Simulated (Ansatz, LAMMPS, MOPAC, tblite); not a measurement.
# Wurtzite BN (high-pressure phase): properties by level of theory

Reference values: lattice constant a 2.55 Å (measured, temperature not stated, not corrected to a static lattice; as tabulated in Doll et al. (2008), arXiv:0810.5476); lattice parameter c 4.2 Å (measured, temperature not stated, not corrected to a static lattice; as tabulated in Doll et al. (2008), arXiv:0810.5476).

```
level (code)                             equilibrium lattice constant a (Å)  c axis length (Å)
---------------------------------------  ----------------------------------  -----------------
ExTeP BN.extep (LAMMPS)                                               2.516              4.108
AM1 semi-empirical Hartree-Fock (MOPAC)                               2.580              4.256
GFN2-xTB (tblite)                                                     2.570              4.242
PM3 semi-empirical Hartree-Fock (MOPAC)                               2.680              4.410
BLYP (Ansatz)                                                         2.570              4.251
RPBE (Ansatz)                                                         2.568              4.246
```

Differences from the reference values (errors of the level alone only where the reference is corrected to a static lattice):

```tsv
level	lattice constant a (%)	lattice parameter c (%)
ExTeP BN.extep	-1.33	-2.19
AM1 semi-empirical Hartree-Fock (MOPAC)	+1.18	+1.33
GFN2-xTB	+0.78	+1.00
PM3 semi-empirical Hartree-Fock (MOPAC)	+5.10	+5.00
BLYP	+0.78	+1.21
RPBE	+0.71	+1.10
```

Nearest: lattice constant a, not ranked (reference at room or unstated temperature); lattice parameter c, not ranked (reference at room or unstated temperature).

Empirical potentials (ExTeP BN.extep) are fitted to chosen data: where that held the value shown, agreement is built in, and what lay outside the fit can be far off.

Caveats: the method was fitted mainly to molecules (AM1 semi-empirical Hartree-Fock (MOPAC), GFN2-xTB, PM3 semi-empirical Hartree-Fock (MOPAC)); the run uses a supercell at the zone centre in place of a k mesh (AM1 semi-empirical Hartree-Fock (MOPAC), GFN2-xTB, PM3 semi-empirical Hartree-Fock (MOPAC)). Ansatz's density-functional and Hartree–Fock values are scalar-relativistic unless marked +SOC, with PAW data made under PBE.

Differences are worked out from the printed values.

Static lattice: no zero-point or thermal effects.

Ansatz is an electronic-structure program.
